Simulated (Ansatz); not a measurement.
Band structure of SrMg6Zr (P4/mmm, 8 atoms in the cell).

```
CELL_PARAMETERS angstrom
      6.63866     0.00000     0.00000
      0.00000     6.63866     0.00000
      0.00000     0.00000     4.67308
ATOMIC_POSITIONS crystal
  Sr 0.50000 0.50000 0.50000
  Mg 0.50000 0.00000 0.50000
  Mg 0.00000 0.50000 0.50000
  Mg 0.22915 0.22915 0.00000
  Mg 0.77085 0.77085 0.00000
  Mg 0.77085 0.22915 0.00000
  Mg 0.22915 0.77085 0.00000
  Zr 0.00000 0.00000 0.50000
```

Computed with LDA (PW92), PAW files made with PBE (plane waves; Ansatz, a first-principles code).

Settings: basis.ecutwfc = 420 eV; kpoints.mp_grid.grid = 3 3 4; hamiltonian.xc = lda; hamiltonian.pseudopotentials = {kind: paw} (the program's default PAW files); scf.occupations.method = fermi_dirac; scf.occupations.width = 0.1 eV; kpoints.band_path.npoints = 8.

The starting cell comes from a database of computed structures (which also holds hypothetical and non-ambient phases and stackings), without a prior relaxation at this level.

Levels in eV from the Fermi level, bands 37 to 44:
| point | 37 | 38 | 39 | 40 | 41 | 42 | 43 | 44 |
|---|---|---|---|---|---|---|---|---|
| Γ | -2.33 | -0.87 | -0.73 | 0.23 | 0.23 | 0.59 | 0.63 | 0.63 |
| X | -1.68 | -1.54 | -0.56 | -0.08 | 0.32 | 0.57 | 0.66 | 1.05 |
| M | -0.72 | -0.41 | -0.16 | -0.16 | 0.16 | 0.57 | 2.12 | 2.25 |
| Z | -2.03 | -1.34 | -0.55 | -0.47 | -0.47 | -0.27 | 0.11 | 0.11 |
| R | -1.72 | -0.90 | -0.68 | -0.56 | -0.45 | -0.42 | -0.22 | 0.32 |
| A | -2.36 | -2.36 | -1.86 | -1.79 | 0.12 | 0.47 | 0.47 | 1.35 |

Bands cross the Fermi level along this path, so the cell is metallic at this level.

Keys are those of Ansatz 0.2.
